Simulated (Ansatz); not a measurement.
CsPbCl3: energy against volume

CsPbCl3 (cubic perovskite, Pm-3m, 37.737 Å³/atom and stress up to 0.01 GPa in the relaxed cell, cube axes along x, y and z) under an equal strain ε along all three axes. PBE in Ansatz, a plane-wave DFT program (PAW, default set), 420 eV, 6×6×6 Γ-centred mesh, Fermi-Dirac smearing 0.05 eV; ions are relaxed, or left where forces stay under 0.02 eV/Å, within the symmetry of each cell. Against the start cell, which lies near the measured one, the relaxed cell differs by 6.9 % in volume; the values below rest on it.

Here V stands for volume and E for E less E0.

```csv
volume (Å³/atom),E less E0 (meV/atom),pressure (GPa)
34.4416,?,?
35.7357,8.01,1.35
36.3948,3.48,0.86
37.0619,0.85,0.41
37.7371,0.00,0.00
38.4204,0.82,-0.38
39.1120,3.19,-0.72
39.8118,7.02,-1.03
```

**Question.** Using the third-order Birch-Murnaghan form, a cubic in V^(-2/3), estimate the missing E at V = 34.4416 from the other rows, showing the fit.

**Answer.** With u = V^(-2/3) - 0.0889, the rows have u = 0.0032719, 0.0021557, 0.0010597, -0.0000165, -0.0010735, -0.0021119, -0.0031320. Least squares gives E = 0.002 + 22.0·u + 731706·u² + 2952201·u³. Residuals (row less fit): -0.001, 0.001, -0.001, -0.002, 0.002, -0.001, 0.000; standard error 0.002 (degrees of freedom: 3). Its minimum lies at u = -0.0000150, so V0 = (0.0888850)^(-3/2) = 37.74. There d²E/du² = 1463000 and d³E/du³ = 1.771e7, so B0 = (4/9) × 37.74^(-7/3) × 1463000 × 0.160218 = 21.8 GPa (the last factor turns the table's units into GPa), and B0' = 4 + (2/3) × 0.0888850 × (1.771e7)/1463000 = 4.7. B0' rests on the cubic coefficient alone and has a standard error of 0.1 from these residuals. At the withheld row, u = 0.0055665, so E = 0.002 + 22.0 × 0.0055665 + 731706 × 0.0055665² + 2952201 × 0.0055665³ = 23.306 meV/atom. The calculation gives 23.29 meV/atom, 0.016 meV/atom below the prediction (0.1 % of the range of E in the table). The row lies outside the fitted rows, so this is an extrapolation. The scatter of the fitted rows lies at the last printed digit.

The primitive cell can neither tilt nor turn polar against its symmetry, as such crystals can under strain. Spin-orbit coupling is left out, which can shift these values for the heavy elements here. Other structures, which can take over under pressure, weren't tried. The same form fitted to the pressure column gives B0' = 4.7; series where the two differ by over 0.4 aren't shown. CsPbCl3 is here the ideal cubic form; the compound distorts at low or room temperature. Rows are the converged runs of the series near zero and its far end, less any whose ions stayed unrelaxed beside relaxed ones; series whose fitted rows scatter by over a few per cent of the range, as at a crossing or softening among them, aren't shown in this form.
